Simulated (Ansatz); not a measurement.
Defect migration in monoclinic ZrO2 strained by -1.5 % along x and y, z held: O vacancy, charge state +2. Level of theory: PBE, PAW (plane waves to 420 eV; Ansatz, a program for electronic structure).

96-site cell at the strained lattice (strain from the relaxed PBE one, atoms relaxed), the Γ point alone, smearing 0.01 eV, spin-restricted, no finite-size correction. No zero-point or tunnelling terms. The charge state is imposed; whether it is stable for some Fermi level was not computed. Forms of the defect that were not tried may lie lower.

Barriers: single points on a 2×2×2 k-point mesh shifted by half a step at the bands' geometries.

The step: a nearby O atom hops onto the vacant site. Atoms about the jump, Cartesian Å from the middle of the jump, before and after:

```
atom     x0     y0     z0     x1     y1     z1
----  -----  -----  -----  -----  -----  -----
O1     0.87   0.21   0.35  -0.87  -0.21  -0.35
Zr2    0.20   1.41  -1.29   0.01   1.33  -1.34
Zr3   -0.33  -0.98   1.60  -0.49  -0.97   1.54
O4     0.69  -2.41   0.25   0.77  -2.34   0.24
O5    -2.04  -1.90   0.99  -2.11  -2.00   1.15
Zr6   -3.01  -1.40  -0.82  -2.79  -1.31  -0.79
O7    -1.55   0.56   2.15  -1.60   0.55   2.24
O8     1.70   0.17  -2.21   1.65   0.16  -2.09
O9    -0.77   0.39  -2.87  -0.70   0.58  -3.16
O10    0.75   2.78   0.22   0.85   2.40   0.26
Zr11   2.28  -1.33  -0.78   2.39  -1.41  -0.84
O12   -1.57  -2.63  -1.56  -1.57  -2.75  -1.49
O13   -1.64   2.24  -1.39  -1.65   2.40  -1.57
O14    0.79   0.14   3.13   0.80   0.16   2.98
O15    1.16  -2.35  -2.42   1.21  -2.38  -2.45
O16   -3.88   0.20   0.44  -3.88   0.22   0.45
O17   -3.47   0.12  -2.17  -3.41   0.16  -2.18
Zr18   1.83   1.72   1.88   1.93   1.80   2.03
Zr19   0.54  -0.89  -3.84   0.55  -0.89  -3.85
Zr20   0.08  -3.89  -1.19   0.11  -3.91  -1.19
O21    0.31  -2.38   2.92   0.27  -2.38   2.89
O22   -2.06   3.19   1.16  -2.02   3.13   1.11
```

Question: Where do these atoms stand at the saddle point, and how high is it?

Answer: 
```csv
atom,x,y,z
O1,-0.40,-0.19,-0.23
Zr2,0.06,1.38,-1.35
Zr3,-0.49,-0.99,1.59
O4,0.76,-2.47,0.27
O5,-2.12,-1.99,1.08
Zr6,-2.90,-1.37,-0.81
O7,-1.63,0.53,2.25
O8,1.69,0.18,-2.15
O9,-0.73,0.54,-3.11
O10,0.84,2.50,0.26
Zr11,2.30,-1.40,-0.82
O12,-1.57,-2.70,-1.51
O13,-1.68,2.34,-1.51
O14,0.79,0.16,3.01
O15,1.16,-2.37,-2.43
O16,-3.88,0.21,0.45
O17,-3.42,0.14,-2.17
Zr18,1.91,1.80,2.02
Zr19,0.54,-0.88,-3.85
Zr20,0.09,-3.92,-1.17
O21,0.29,-2.39,2.92
O22,-2.04,3.13,1.13
```
It lies 0.88 eV above the start and 0.11 eV above the end. The saddle point's order was not checked.
